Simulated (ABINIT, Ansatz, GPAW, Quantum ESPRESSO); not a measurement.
LuTlTe2 (R-3m, 4 atoms in the cell) computed with different codes at matched settings

Self-consistent single point.

```yaml
crystal:
  lattice:
    - [2.18903, 1.26384, 8.13839]
    - [-2.18903, 1.26384, 8.13839]
    - [0.00000, -2.52767, 8.13839]
  atoms:
    - { symbol: Lu, position: [0.50000, 0.50000, 0.50000] }
    - { symbol: Tl, position: [0.00000, 0.00000, 0.00000] }
    - { symbol: Te, position: [0.76400, 0.76400, 0.76400] }
    - { symbol: Te, position: [0.23600, 0.23600, 0.23600] }
```

Shared settings, as Ansatz (a quantum-chemistry and plane-wave program) writes them: kpoints.mp_grid.grid = 2 2 2; scf.occupations.method = fixed. Potentials and cutoffs stand in the table.

| code | model | pressure (GPa) | largest force (eV/Å) | gap on the mesh (eV) | cutoff |
|---|---|---|---|---|---|
| Quantum ESPRESSO | LDA (PZ), SSSP 1.1.2 efficiency (PBE) pseudopotentials | -0.63 | 0.265 | 0.304 | 50 Ry |
| Ansatz | LDA (PW92), PAW files made with PBE | -0.96 | 0.299 | 0.381 | default |
| GPAW | LDA (Perdew-Wang 92), GPAW PAW datasets LDA (gpaw-data 1.0.1) | -1.04 | 0.289 | 0.364 | 800 eV |
| ABINIT | LDA (PW92), PAW (JTH v2.0 LDA PAW) | -0.91 | 0.270 | 0.351 | 24 Ha |

Gaps are read on the mesh.

On Ansatz's run: spin-orbit coupling is off.

The spread over the programs that give each value: pressure within 0.41 GPa; largest force within 0.034 eV/Å; gap on the mesh within 0.077 eV.

Ansatz's pressure is given at a fixed set of plane waves, as the other plane-wave codes print theirs; with its correction for the finite basis it is -0.93 GPa. The same LDA comes in different parametrisations, which differ slightly.

On the base mesh (5 5 5) the same programs gave: Ansatz pressure -3.20 GPa, gap on the mesh 0.663 eV; Quantum ESPRESSO pressure -2.98 GPa, gap on the mesh 0.589 eV; ABINIT pressure -3.29 GPa, gap on the mesh 0.636 eV; GPAW pressure -3.31 GPa, gap on the mesh 0.649 eV.

The values differ from the base mesh's, so the mesh still matters here: the table compares the programs at equal settings.

The starting cell comes from a database of computed structures (which also holds hypothetical and non-ambient phases and stackings), without a prior relaxation at this level. Its lattice was rescaled by a random factor within 2.5 % of one.

Left out of this page: CP2K (on another mesh).

Keys are those of Ansatz 0.2.
